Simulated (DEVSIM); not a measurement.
Device: Schottky contact on p-type Ge, at 300 K.

```csv
layer (left to right),material,thickness (μm),Na (cm⁻³),τn (s),τp (s)
1,Ge,2.10,8.6e15,2.9e-5,2.9e-5
2,Ge,2.00,1.5e18,2.9e-5,2.9e-5
```

Left contact: Schottky, work function 4.394 eV, emission velocity 4.5e6 cm/s. Right contact: ohmic. Voltage is applied to the left contact. Recombination: SRH at mid-gap. Mobility is μmin + (μ − μmin)/(1 + (N/Nref)^α).

This is a model device: material constants are rounded textbook-type values typed into the input, and sizes, dopings and lifetimes were drawn at random. Values at 300 K.

```
parameter           Ge
-------------  -------
gap (eV)         0.664
affinity (eV)        4
permittivity        16
Nc (cm⁻³)      1.04e19
Nv (cm⁻³)         6e18
μn (cm²/Vs)       3900
μp (cm²/Vs)       1900
μn,min             150
μp,min             100
Nref,n          2.6e17
Nref,p            4e17
αn                0.56
αp                 0.6
```

Simulated with DEVSIM: 1D drift-diffusion, Boltzmann statistics, complete ionisation; no tunnelling, impact ionisation, image-force lowering or self-heating. Metal contacts follow the ideal Schottky-Mott rule: no Fermi-level pinning, no interface dipoles.

### Question
Tabulate band edges, carrier densities and field at zero bias.

### Answer
Energies count from the Fermi level of the right contact; mesh points crowd at the junctions.

```csv
x (μm),Ec (eV),Ev (eV),n (cm⁻³),p (cm⁻³),field (V/cm)
0.000,0.394,-0.270,2.5e12,1.7e14,12000
0.02194,0.418,-0.246,9.8e11,4.5e14,10000
0.06705,0.455,-0.209,2.4e11,1.8e15,6200
0.1488,0.485,-0.179,7.5e10,5.9e15,1800
0.3923,0.495,-0.169,5.1e10,8.6e15,19
0.7965,0.495,-0.169,5.1e10,8.6e15,≈ 0
1.374,0.495,-0.169,5.1e10,8.6e15,≈ 0
1.812,0.495,-0.169,5.0e10,8.7e15,41
1.960,0.498,-0.166,4.4e10,9.9e15,750
2.041,0.515,-0.149,2.3e10,1.9e16,4500
2.080,0.548,-0.116,6.4e9,6.8e16,16000
2.108,0.625,-0.039,3.3e8,1.3e18,8800
2.139,0.628,-0.036,2.9e8,1.5e18,≈ 0
2.196,0.628,-0.036,2.9e8,1.5e18,≈ 0
2.366,0.628,-0.036,2.9e8,1.5e18,≈ 0
2.625,0.628,-0.036,2.9e8,1.5e18,≈ 0
3.140,0.628,-0.036,2.9e8,1.5e18,≈ 0
3.604,0.628,-0.036,2.9e8,1.5e18,≈ 0
3.908,0.628,-0.036,2.9e8,1.5e18,≈ 0
4.014,0.628,-0.036,2.9e8,1.5e18,≈ 0
4.066,0.628,-0.036,2.9e8,1.5e18,≈ 0
4.100,0.628,-0.036,2.9e8,1.5e18,≈ 0
```
